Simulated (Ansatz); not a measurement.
CF2 on the 1x1 (111) surface of fcc Ir, one in a 2x2 cell, started at the site 'hollow Ir-Ir-Ir over Ir at depth 4.4 Å'

Level of theory: PBE (plane waves to 420 eV, PAW; Ansatz, a first-principles code).

Slab: 19 atoms, 6.6 Å thick at the start under the adsorbate (thin: gaps and levels are the slab's own); k 6x6x1, smearing 0.1 eV, dipole-corrected; 8 atoms held, the rest relaxed; symmetry of the start imposed; no spin, no spin-orbit, no U, no dispersion correction. At the end it is bonded to Ir. In PBE it is, or lies within 0.03 eV of, the lowest of the starts that converged.

```
Property                                                                                                                                         Result
--------------------------------------------------------------------------------------  ---------------------------------------------------------------
adsorption energy against CF4(g) − F2(g)                                                                                                        5.12 eV
work function of the top face                                                                                                                   4.96 eV
change of the work function                                                                                                                    -0.53 eV
change of the step from the bottom to the top vacuum level, against the clean slab                                                             -0.54 eV
energy released by relaxation                                                                                                                   1.55 eV
height of the binding atom over the mean of the host atoms within 0.3 Å of the top one                                                          2.086 Å
nearest host atoms of the binding atom                                                                         Ir at 1.87 Å, Ir at 3.47 Å, Ir at 3.47 Å
largest move of a host atom                                                                                                                      0.27 Å
note                                                                                    in the relaxation the adsorbate left its starting site by 1.6 Å
cost                                                                                                                     around 30 core-minutes (rough)
```

A negative adsorption energy means that the adsorbate is more stable on the surface than in its reference.
